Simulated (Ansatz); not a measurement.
Checking a run of Ansatz (a program for electronic structure) on W₂N (P-62m, 9 atoms in the cell). The aim is a self-consistent single point with DFT, PBEsol, plane waves, default PAW files made with PBE.

Cell that was meant: a = 6.1107 Å, b = 6.1107 Å, c = 3.5737 Å, α = 90.00°, β = 90.00°, γ = 120.00°.

Part of the input:

```yaml
crystal:
  lattice:
    - [3.23365000, 0.00000000, 0.00000000]
    - [-1.61682500, 2.80042300, 0.00000000]
    - [0.00000000, 0.00000000, 1.89111000]
  atoms:
    - { symbol: W, position: [0.25600000, 0.00000000, 0.00000000] }
    - { symbol: W, position: [0.00000000, 0.25600000, 0.00000000] }
```

Output (repeated stretches shortened):

```
   [... lines left out ...]
PAW frozen core: N, regenerated for the run's functional, and the local potential with it
Initial density: superposition of atomic densities (neutral atoms: chi_scale 0, normalization atom), corrected by the library's trained network
Initial wavefunctions: pseudopotential atomic-orbital guess
Eigensolver: davidson
Functional: x = pbesol(κ = 0.804, μ = 0.12345679012345678), c = pbesol(β = 0.046)
SCF iter   1: F=—  HF=-63148.952816 eV  |F-HF|=—  |Δ(HF+E_count)|=         —  Δρ=9.45e0  dr2=6.82e3  ethr=1.77e-3  ⟨swp⟩=44.4  Hψ=22699  notcnv=0  defer=71
all-band conjugate gradients solve this SCF's bands
preconditioner: auto → LDOS
SCF iter   2: F=—  HF=-61433.376743 eV  |F-HF|=—  |Δ(HF+E_count)|=    1.72e3  Δρ=2.86e0  dr2=9.82e2  ethr=1.77e-3  ⟨swp⟩=17.4  Hψ=15672  notcnv=0  defer=125
   [... lines left out ...]
SCF iter   8: F=—  HF=-61095.891987 eV  |F-HF|=—  |Δ(HF+E_count)|=   3.28e-4  Δρ=8.11e-4  dr2=6.95e-5  ethr=5.88e-7  ⟨swp⟩=3.7  Hψ=3518  notcnv=0  defer=87
SCF iter   9: F=—  HF=-61095.891911 eV  |F-HF|=—  |Δ(HF+E_count)|=   7.57e-5  Δρ=2.50e-4  dr2=4.38e-6  ethr=7.02e-8  ⟨swp⟩=2.7  Hψ=2608  notcnv=0  defer=87
SCF iter  10: F=-61095.891909 eV  HF=-61095.891909 eV  |F-HF|=2.72e-8  |Δ(HF+E_count)|=   1.59e-6  Δρ=4.17e-5  dr2=6.37e-8  ethr=1.01e-10  ⟨swp⟩=20.6  Hψ=13377  notcnv=0
SCF 1 converged in 10 iterations: F = -61095.891909 eV  dr2 = 6.37e-8
Free energy (F): -61095.891909 eV
Internal energy: -61095.890288 eV  (E = F + TS)
E sigma→0 (E₀):  -61095.891099 eV
Entropy (-TS):   -0.001621 eV (-0.180 meV/atom)
Fermi energy:    140.042285 eV
--- Forces (eV/Å), atoms counted from 1 ---
  atom   1  W     73.74408630     0.00000000     0.00000000
  atom   2  W    -36.87204315    63.86425211     0.00000000
  atom   3  W    -36.87204315   -63.86425211     0.00000000
  atom   4  W    -10.51682255     0.00000000     0.00000000
  atom   5  W      5.25841128    -9.10783550     0.00000000
  atom   6  W      5.25841128     9.10783550     0.00000000
  atom   7  N      0.00000000     0.00000000     0.00000000
   [... lines left out ...]
  atom   9  N      0.00000000     0.00000000     0.00000000
--- Stress (GPa, compression-positive) ---
    29445.808913       0.000000       0.000000
        0.000000   29445.808913       0.000000
        0.000000       0.000000   28394.118086
  P = ⅓ Tr σ = 29095.2453 GPa (290952.453 kbar)
  The stress holds the Pulay correction. Without it, at fixed plane waves, as pw.x and ABINIT print it: P = 29065.2423 GPa
```

Q: Is this run sound? If not, what is wrong?

A: The run is not sound. The fault is this: lattice multiplied by the bohr radius once too often. Bohr and ångström differ by a factor of 1.89; the cell that the program reads is then far too large or far too small. To fix it, give the lengths in the unit that the key or card expects. The run converged in 10 iterations without an error; against the sound input the free energy goes up by 175 eV/atom, the pressure goes from -16.63 to 29100 GPa and the largest force goes from 0.900 to 73.74 eV/Å.

An input that runs soundly differs in these lines (not the only fix; some lines may just follow from the change or write a value another way):
```diff
-    - [3.23365000, 0.00000000, 0.00000000]
-    - [-1.61682500, 2.80042300, 0.00000000]
-    - [0.00000000, 0.00000000, 1.89111000]
+    - [6.11071200, 0.00000000, 0.00000000]
+    - [-3.05535600, 5.29203200, 0.00000000]
+    - [0.00000000, 0.00000000, 3.57368000]
```

With that input, the run converged in 7 iterations: free energy E − TS (on the zero of these files) -62666.5505 eV; Fermi level (on the code's own zero) 20.74 eV; pressure -16.63 GPa; largest force (vector length) 0.900 eV/Å (DFT, PBEsol, plane waves, default PAW files made with PBE).

On the sound input: the starting cell was generated: these elements placed on a structure prototype, without a prior relaxation; it need not be a known phase or ordering of this composition. Spin-orbit coupling is off. Spin polarisation is off; with an odd number of electrons in the cell that forces a metal, and a magnetic state may lie lower. With a pressure of about -17 GPa the cell is away from its equilibrium volume at this level. Ansatz's pressure includes its estimate of the finite-basis (Pulay) stress.
